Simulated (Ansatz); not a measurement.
C (model structure, I4/mmm, No. 139, 4 atoms in the cell), treated with HSE06 (plane waves, PAW; Ansatz, a program for electronic structure).

Settings: plane-wave cutoff 460 eV, 12×12×12 k mesh, Fermi–Dirac smearing 0.01 eV, scalar-relativistic PAW data made under PBE.

The cell is the one relaxed with PBEsol. Conventional cell: a = 4.3563 Å, b = 4.3563 Å, c = 2.4990 Å, α = 90.00°, β = 90.00°, γ = 90.00°.

```
CELL_PARAMETERS angstrom
     -2.17815     2.17815     1.24949
      2.17815    -2.17815     1.24949
      2.17815     2.17815    -1.24949
ATOMIC_POSITIONS crystal
  C  0.18031 0.18031 0.36062
  C  0.18031 0.81969 0.00000
  C  0.81969 0.18031 0.00000
  C  0.81969 0.81969 0.63938
```

Task: List the 9 lowest band energies at Γ above −25 eV (eV, relative to the valence band maximum), grouping those that round alike.

Result: At Γ: -23.59, -13.09, -10.46 (×2), -7.88, -3.65 (×2), -0.96, 5.78.

Note: the run warned that its exchange threshold was loose for the stress; the relaxation could raise the start's symmetry but not lower it, so the cell can be a saddle point; cell and atoms aren't relaxed at this level (largest force component 0.10 eV/Å, pressure -3.2 GPa).

A model structure was made by putting elements into a prototype or built by hand; it is no filed structure, need not be a known phase, and can be a saddle point held by its symmetry.
